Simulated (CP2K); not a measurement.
A self-consistent single point of InHO₂ (Pmn2_1, 8 atoms in the cell) with CP2K.

Method of the run: LDA (Pade form), GPW, DZVP-MOLOPT-SR-GTH basis, GTH-PADE potentials (GTH_POTENTIALS) run with CP2K.

The change in words: lattice scaled by 0.98. Reference geometry:
```
InHO2
1.0
    3.29850     0.00000     0.00000
    0.00000     4.59052     0.00000
    0.00000     0.00000     5.30213
In H O
2 2 4
Cartesian
  0.00000   3.34162   0.00186
  1.64925   1.24890   2.65292
  0.00000   3.67747   2.54030
  1.64925   0.91305   5.19137
  0.00000   2.40002   3.38546
  1.64925   2.19050   0.73440
  0.00000   4.50596   1.93013
  1.64925   0.08456   4.58120
```

Reference input (self-consistent single point, DFT LDA (Pade form), GPW, DZVP-MOLOPT-SR-GTH basis, GTH-PADE potentials (GTH_POTENTIALS)): CUTOFF = 500 Ry; REL_CUTOFF = 40 Ry; SMEAR/METHOD = FERMI_DIRAC; ELECTRONIC_TEMPERATURE = 116.05 K; KPOINTS/SCHEME = MONKHORST-PACK 7 5 4; GAMMA_CENTERED = T; XC_FUNCTIONAL = PADE; In/BASIS_SET = DZVP-MOLOPT-SR-GTH-q13; In/POTENTIAL = GTH-PADE-q13; H/BASIS_SET = DZVP-MOLOPT-SR-GTH-q1; H/POTENTIAL = GTH-PADE-q1; O/BASIS_SET = DZVP-MOLOPT-SR-GTH-q6. This run's input differs from it in these lines:

```diff
@@ -63,3 +63,3 @@
     &CELL
-      ABC 3.29850000 4.59052000 5.30213000
+      ABC 3.23253000 4.49871000 5.19608700
       ALPHA_BETA_GAMMA 90.00000000 90.00000000 90.00000000
```

Output (repeated stretches shortened):

```
 SCF WAVEFUNCTION OPTIMIZATION

  Step     Update method      Time    Convergence         Total energy    Change
     1 NoMix/Diag. 0.30E+00      -     1.83748362      -178.2397779408 -1.78E+02
     2 Broy./Diag. 0.30E+00      -     0.24082637      -173.2705581831  4.97E+00
     3 Broy./Diag. 0.30E+00      -     0.06317350      -177.6208071656 -4.35E+00
     4 Broy./Diag. 0.30E+00      -     0.01785132      -178.2660117526 -6.45E-01
     5 Broy./Diag. 0.30E+00      -     0.00705251      -178.1166182568  1.49E-01
     6 Broy./Diag. 0.30E+00      -     0.00121716      -178.1351584619 -1.85E-02
   [... 2 lines left out ...]
     9 Broy./Diag. 0.30E+00      -     0.00002739      -178.1334776621 -3.00E-04
    10 Broy./Diag. 0.30E+00      -     0.00001023      -178.1338549250 -3.77E-04
    11 Broy./Diag. 0.30E+00      -     0.00000299      -178.1338086639  4.63E-05
    12 Broy./Diag. 0.30E+00      -     0.00000084      -178.1338125339 -3.87E-06
  *** SCF run converged in    12 steps ***

  Overlap energy of the core charge distribution:               0.00000001512953
  Self energy of the core charge distribution:               -346.77067997680302
  Core Hamiltonian energy:                                    104.84173065531081
  Hartree energy:                                              93.25417871384307
  Exchange-correlation energy:                                -29.45904194136507
  Electronic entropic energy:                                  -0.00000000000000
  Fermi energy:                                                 0.24711259839689

  Total energy:                                              -178.13381253388468
  Total energy (extrapolated to T->0):                       -178.13381253388468

   [... lines left out ...]

 STRESS| Analytical stress tensor [bar]
 STRESS|                        x                   y                   z
 STRESS|      x        8.16880383498E+04  -4.75739527002E-05   3.16816938661E-05
 STRESS|      y       -4.75739527002E-05   9.89229310157E+04   2.78851142533E+00
 STRESS|      z        3.16816938661E-05   2.78851142533E+00   9.27309669583E+04
 STRESS| 1/3 Trace                                             9.11139787746E+04
```

The run converged in 12 iterations. Against the reference run the free energy goes up by 11.1 meV/atom, the pressure goes from -2.46 to 9.11 GPa, the largest force goes from 0.664 to 1.320 eV/Å and the gap on the mesh goes from 1.825 to 2.244 eV.

The starting cell comes from a database of computed structures (which also holds hypothetical and non-ambient phases and stackings), without a prior relaxation at this level. For this run, on top of that: lattice scaled by 0.98. Values carry the incompleteness of an atom-centred basis. With a pressure of about 9 GPa the cell is away from its equilibrium volume at this level. Forces in this geometry exceed 1 eV/Å.
